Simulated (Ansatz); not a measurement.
# I on the 1x1 (111) surface of fcc Pt, one in a 2x2 cell, started at the site 'hollow Pt-Pt-Pt over Pt at depth 4.6 Å'

The numbers are results of PBE (plane waves to 420 eV, PAW; Ansatz, an electronic-structure program), not measurements.

Slab: 17 atoms, 6.9 Å thick at the start under the adsorbate (thin: gaps and levels are the slab's own); k 6x6x1, smearing 0.1 eV, dipole-corrected; 8 atoms held, the rest relaxed; start symmetry kept, larger cells not searched; no spin, no spin-orbit, no U, no dispersion correction. At the end it is bonded to 3 Pt. In PBE it is, or lies within 0.03 eV of, the lowest of the starts that converged.

```
Property                                                                                                                   Value
--------------------------------------------------------------------------------------  ----------------------------------------
adsorption energy against ½ I2(g)                                                                                       -1.34 eV
work function of the top face                                                                                            4.46 eV
change of the work function                                                                                             -1.22 eV
change of the step from the bottom to the top vacuum level, against the clean slab                                      -1.23 eV
energy released by relaxation                                                                                            0.10 eV
height of the binding atom over the mean of the host atoms within 0.3 Å of the top one                                  220.2 pm
nearest host atoms of the binding atom                                                  Pt at 2.74 Å, Pt at 2.74 Å, Pt at 2.74 Å
largest move of a host atom                                                                                               0.08 Å
cost                                                                                                      roughly 4 core-minutes
```

A negative adsorption energy means that the adsorbate is more stable on the surface than in its reference.
